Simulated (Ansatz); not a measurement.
An Ansatz (an electronic-structure program) run: TaN with a change (x(Bi) = 0.25, 8 atoms, Cm); Ansatz, PBEsol, PAW, cutoff 420 eV, scalar-relativistic without spin-orbit coupling, earlier PAW set.

Input:

Ansatz 0.2 input:
```yaml
crystal:
  lattice:
    - [3.6983596482, -1.4654882836, 0]
    - [3.6983596482, 1.4654882836, 0]
    - [-0.3905704255, 0, 10.6588236073]
  atoms:
    - { symbol: Ta, position: [0.1356154445, 0.1356154445, 0.9257121965] }
    - { symbol: Ta, position: [0.8657967021, 0.8657967021, 0.1078818444] }
    - { symbol: Ta, position: [0.5952028296, 0.5952028296, 0.2880230626] }
    - { symbol: Ta, position: [0.4014515855, 0.4014515855, 0.7434154507] }
    - { symbol: N, position: [0.5781694686, 0.5781694686, 0.0785233138] }
    - { symbol: N, position: [0.3102689285, 0.3102689285, 0.2494400371] }
    - { symbol: Bi, position: [0.1000755846, 0.1000755846, 0.5402457981] }
    - { symbol: N, position: [0.8467527898, 0.8467527898, 0.90009163] }
basis: { ecutwfc: 420, ecutrho_ratio: 4, xc_grid: 2, fft_grid_basis: typed }
kpoints: { mp_grid: { grid: [17, 17, 5] } }
hamiltonian:
  xc: pbesol
  dispersion: none
  pseudopotentials: { azcp: { folder: ./paw }, kind: paw }
scf: { occupations: { method: fermi_dirac, width: 0.05 }, convergence: { dr2_threshold: 0.0000000008 } }
output: { forces: true, stress: true }
checkpoint: { write: state.ck, write_every: 1000 }
```

Output:

```
WARN ansatz: RAYON_NUM_THREADS=1 ignored (pool sized by the plan → 1); use --threads N
Pseudopotentials: kind: paw
Pseudopotential: Ta, paw, valence charge 13
Pseudopotential: N, paw, valence charge 5
Pseudopotential: Bi, paw, valence charge 15
Functional definition: PBEsol
Crystal: 8 atoms, lattice volume = 115.540 Å³
Basis set: ecut = 420 eV, 2265 PW (Γ), exchange–correlation on 54×54×144 points (8 copies of the dense FFT grid, shifted against one another)
Bands: 49, of which v1, the nominal top of the filled ones, is band 41 counted from 1 (40 counted from 0)
Symmetry: 2 space group operations
Space group: Cm (ITA 8), of the structure as read, at distance tolerance 4.9e-5 Å
k-points: 387 of 1445 (time reversal used)
PAW frozen core: Ta, regenerated for the run's functional, and the local potential with it
PAW frozen core: N, regenerated for the run's functional, and the local potential with it
PAW frozen core: Bi, regenerated for the run's functional, and the local potential with it
Initial density: superposition of atomic densities (chi_scale 0.1, normalization cell, long waves 54 % of neutral atoms (reshape's long-wave potential 1.54 eV rms, cloud 2.41 Å wide))
Initial wavefunctions: pseudopotential atomic-orbital guess
Eigensolver: davidson
Functional: x = pbesol(κ = 0.804, μ = 0.12345679012345678), c = pbesol(β = 0.046)
SCF iter   1: F=—  HF=-52617.360379 eV  |F-HF|=—  |Δ(HF+E_count)|=         —  Δρ=6.11e-2  dr2=3.37e1  ethr=3.10e-3  ⟨swp⟩=6.8  Hψ=77935  notcnv=0  defer=20
all-band conjugate gradients solve this SCF's bands
preconditioner: auto → Kerker (q_TF=auto, 2.577 Å⁻¹)
SCF iter   2: F=—  HF=-52616.068338 eV  |F-HF|=—  |Δ(HF+E_count)|=    1.29e0  Δρ=3.72e-2  dr2=1.40e1  ethr=3.10e-3  ⟨swp⟩=2.2  Hψ=24113  notcnv=0  defer=655
SCF iter   3: F=—  HF=-52615.109773 eV  |F-HF|=—  |Δ(HF+E_count)|=   9.59e-1  Δρ=7.13e-3  dr2=4.97e-1  ethr=3.10e-3  ⟨swp⟩=3.0  Hψ=29168  notcnv=0  defer=662
SCF iter   4: F=—  HF=-52615.073964 eV  |F-HF|=—  |Δ(HF+E_count)|=   3.58e-2  Δρ=3.25e-3  dr2=4.03e-2  ethr=6.07e-4  ⟨swp⟩=2.8  Hψ=24133  notcnv=0  defer=550
SCF iter   5: F=—  HF=-52615.068177 eV  |F-HF|=—  |Δ(HF+E_count)|=   5.79e-3  Δρ=1.19e-3  dr2=3.67e-3  ethr=4.91e-5  ⟨swp⟩=2.0  Hψ=23459  notcnv=0  defer=550
SCF iter   6: F=—  HF=-52615.067601 eV  |F-HF|=—  |Δ(HF+E_count)|=   5.76e-4  Δρ=4.40e-4  dr2=5.11e-4  ethr=4.48e-6  ⟨swp⟩=2.0  Hψ=25366  notcnv=0  defer=550
SCF iter   7: F=—  HF=-52615.067527 eV  |F-HF|=—  |Δ(HF+E_count)|=   7.37e-5  Δρ=1.15e-4  dr2=5.27e-5  ethr=6.23e-7  ⟨swp⟩=2.0  Hψ=25018  notcnv=0  defer=550
SCF iter   8: F=—  HF=-52615.067548 eV  |F-HF|=—  |Δ(HF+E_count)|=   2.09e-5  Δρ=4.58e-5  dr2=8.07e-6  ethr=6.43e-8  ⟨swp⟩=2.0  Hψ=25403  notcnv=0  defer=550
SCF iter   9: F=—  HF=-52615.067547 eV  |F-HF|=—  |Δ(HF+E_count)|=   4.76e-7  Δρ=1.96e-5  dr2=2.11e-6  ethr=9.84e-9  ⟨swp⟩=2.0  Hψ=25589  notcnv=0  defer=550
SCF iter  10: F=—  HF=-52615.067546 eV  |F-HF|=—  |Δ(HF+E_count)|=   1.06e-6  Δρ=6.76e-6  dr2=2.49e-7  ethr=2.57e-9  ⟨swp⟩=2.0  Hψ=23904  notcnv=0  defer=550
SCF iter  11: F=—  HF=-52615.067546 eV  |F-HF|=—  |Δ(HF+E_count)|=   3.02e-8  Δρ=2.13e-6  dr2=2.35e-8  ethr=3.04e-10  ⟨swp⟩=2.0  Hψ=24132  notcnv=0  defer=550
SCF iter  12: F=—  HF=-52615.067546 eV  |F-HF|=—  |Δ(HF+E_count)|=   2.44e-9  Δρ=7.57e-7  dr2=2.14e-9  ethr=2.87e-11  ⟨swp⟩=2.0  Hψ=27814  notcnv=0  defer=550
SCF iter  13: F=-52615.067546 eV  HF=-52615.067546 eV  |F-HF|=8.73e-11  |Δ(HF+E_count)|=  3.27e-10  Δρ=2.19e-7  dr2=1.15e-10  ethr=1.00e-12  ⟨swp⟩=4.8  Hψ=62262  notcnv=0
SCF 1 converged in 13 iterations: F = -52615.067546 eV  dr2 = 1.15e-10
SCF converged after 13 iterations
Free energy (F): -52615.067546 eV
Harris-Foulkes:  -52615.067546 eV  (|F-HF|=8.73e-11)
Internal energy: -52615.049329 eV  (E = F + TS)
E sigma→0 (E₀):  -52615.058438 eV
Entropy (-TS):   -0.018217 eV (-2.277 meV/atom)
Fermi energy:    17.127092 eV
--- Per-component energies (eV) ---
  E_band       = -447.117721
  E_kinetic    = 2220.708238
  E_local      = -5079.474950  (includes V_loc(G=0)·N_el)
  E_nonlocal   = 481.405170
  E_hartree    = 2001.323691
  E_xc         = -1604.844464
  E_vxc        = -1293.362070  (∫ρ·V_xc dr)
  E_paw        = -43606.385559  (= ΣΔE_a)
  E_vpaw       = -779.044254  (= ΣTr[D̂ρ^β])
  E_aug_tail   = 0.003006  (compensation charges beyond the density's cutoff)
  E_ewald      = -7028.813403
  E_core_change = 1.028942  (= ΣΔE_core)
  E_smearing   = -0.018217  (= −TS)
  E_closure    = 0.000000  (closes the sum)
  Σ components = -52615.067546   (vs F -52615.067546, Δ=0.00e0)
  [band-id]    e_kinetic+e_local+e_nonlocal+2·e_hartree+e_vxc+e_vpaw+e_augmentation_tail = -447.117479   (vs E_band -447.117721, Δ=2.42e-4)
--- Forces (eV/Å), atoms counted from 1 ---
  atom   1  Ta    -0.00145226    -0.00000000    -0.00052054
  atom   2  Ta    -0.00040758    -0.00000000    -0.00072369
  atom   3  Ta    -0.00119060    -0.00000000     0.00379569
  atom   4  Ta     0.00046944     0.00000000     0.00049929
  atom   5  N      0.00030027    -0.00000000    -0.00220216
  atom   6  N      0.00185409    -0.00000000    -0.00036041
  atom   7  Bi     0.00009575     0.00000000    -0.00096355
  atom   8  N      0.00033081    -0.00000000     0.00048463
  max |Σ_I F_I| component: 9.27e-6 eV/Å
--- Stress (GPa, compression-positive) ---
        0.005257      -0.000000       0.003163
       -0.000000       0.010205      -0.000000
        0.003163      -0.000000       0.010300
  P = ⅓ Tr σ = 0.0086 GPa (0.086 kbar)
  The stress holds the Pulay correction. Without it, at fixed plane waves, as pw.x and ABINIT print it: P = -0.1556 GPa
  The stress includes an estimate of the error left by incomplete SCF convergence (largest component -0.0000 GPa).
--- Band table ---
  band table: none
```

These are small ordered cells, not random alloys; other orderings at the same x differ. Stability against distortions was not tested. The final runs are not spin-polarised. The cell was made from TaN by this change: x(Bi) = 0.25, 8 atoms, Cm. Under x(Bi) = 0.25, 8 atoms, Cm the cell changed shape so far that it is another structure.
